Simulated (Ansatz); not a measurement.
Worked example: relaxation of cell and atoms of LuF3 (P-3m1, 4 atoms in the cell) in Ansatz (a first-principles code).

Method: PBEsol, default PAW files made with PBE (plane waves; Ansatz).

The change in words: atoms on their sites; basis.ecutwfc: 420 eV → 210 eV; relax: default → cell and atoms. Reference geometry:
```xyz
4
Lattice="3.8273 0.0000 0.0000 -1.9137 3.3146 0.0000 0.0000 0.0000 4.2198" Properties=species:S:1:pos:R:3 pbc="T T T"
Lu     0.0000     0.0000     2.1599
F      0.0000     2.2097     2.5740
F      1.9137     1.1049     1.6458
F      0.0000     0.0000     0.0000
```

Reference input (self-consistent single point, DFT, PBEsol, plane waves, default PAW files made with PBE): basis.ecutwfc = 420 eV; kpoints.mp_grid.grid = 8 8 6; hamiltonian.xc = pbesol; hamiltonian.pseudopotentials = {kind: paw} (the program's default PAW files); scf.occupations.method = fixed. This run's input differs from it in these lines:

Ansatz 0.2 input:
```diff
@@ -7,3 +7,3 @@
   atoms:
-    - { symbol: Lu, position: [0.000000, 0.000000, 0.511849] }
+    - { symbol: Lu, position: [0.000000, 0.000000, 0.500000] }
     - { symbol: F, position: [0.333333, 0.666667, 0.609990] }
@@ -12,3 +12,3 @@
 basis:
-  ecutwfc: 420.0
+  ecutwfc: 210.0
 kpoints:
@@ -20,2 +20,4 @@
   occupations: { method: fixed }
+relax:
+  cell: {}
 output:
```

The program printed (abridged):

```
   [... SCF lines of the steps left out ...]
relax step   1: F+E_penalty+E_count = -16990.15594899 eV  Δ(F+E_penalty+E_count) = +0.000e0 eV  max|allowed force component| = 4.305e-1 eV/Å  Δτ_max = 0.0000 Å  P = +7.541 GPa  Ω = 53.532 Å³  (9 SCF iters, dr2 threshold 1.00e-7 eV, accepted)
relax step   2: F+E_penalty+E_count = -16979.41324242 eV  Δ(F+E_penalty+E_count) = +1.074e1 eV  max|allowed force component| = 2.348e-1 eV/Å  Δτ_max = 0.1441 Å  P = -80.741 GPa  Ω = 58.076 Å³  energy of the carried Pulay correction = -9.761e0 eV  (8 [...]
   [... lines left out ...]
relax step 120: F+E_penalty+E_count = -16990.42526964 eV  Δ(F+E_penalty+E_count) = +5.411e-3 eV  max|allowed force component| = 6.520e-4 eV/Å  Δτ_max = 0.0009 Å  P = -0.001 GPa  Ω = 55.684 Å³  energy of the carried Pulay correction = -5.417e-3 eV  [...]
relax step 121: F+E_penalty+E_count = -16990.44520218 eV  Δ(F+E_penalty+E_count) = -1.993e-2 eV  max|allowed force component| = 1.551e-3 eV/Å  Δτ_max = 0.0000 Å  P = -0.055 GPa  Ω = 55.684 Å³  stress off target by 1.52e-1 GPa  SCF on the basis [...]
basis re-selected at this cell: Δ(F+E_penalty+E_count) = -1.993e-2 eV, ΔP = -0.053 GPa vs the last step
   [... lines left out ...]
Free energy (F): -16990.445202 eV
Fermi energy:    4.691453 eV
Error: variable-cell relaxation did not converge after 121 `relax_step` rows, as none of its last 46 fresh-basis SCF(s) at a relaxed cell met both thresholds with a finite energy. The last misses `relax.cell.stress_tol`: largest allowed force component 1.55e-3 eV/Å (`relax.f_tol` 1.00e-2 eV/Å), stress off the target on the free part of the cell 1.52e-1 GPa (`relax.cell.stress_tol` 5.00e-2 GPa), F+E_penalty+E_count -16990.44520218 eV. The closest is row 68, whose structure comes with this error. Larger ratio of force or stress to its threshold at each such SCF whose figures are numbers: 281.816, 154.140, 96.337, 96.777, 57.528, 60.518, 26.825, 33.709, 32.374, 24.515, 10.546, 7.413, [...]
   [... lines left out ...]
to start a new deck from the relaxed geometry:
  cell:  # Å, volume = 55.6796 Å³
    - [3.8477456014662974, 1.8302829817262805e-31, 1.6896851399773317e-17]
    - [-1.9238728007331487, 3.332245438169648, -4.224212849943343e-18]
    - [1.8629537192681485e-17, 5.377884156536728e-18, 4.342630765942755]
  atoms:
    - { symbol: Lu, position: [-1.5407439555097887e-33, 9.62964972193618e-35, 0.5] }
    - { symbol: F, position: [0.3333333333333333, 0.6666666666666666, 0.5854902094789194] }
    - { symbol: F, position: [0.6666666666666666, 0.3333333333333333, 0.4145097905210809] }
    - { symbol: F, position: [-1.2059266835515062e-33, 1.4367353490592881e-34, 2.0554511385540486e-19] }
```

The relaxation ended unconverged. 

The starting cell comes from a database of computed structures (which also holds hypothetical and non-ambient phases and stackings), without a prior relaxation at this level. Its lattice was rescaled by up to half a per cent. The cutoff lies below the one recommended for these files.

Cost on one core of a shared machine: roughly 4 min.
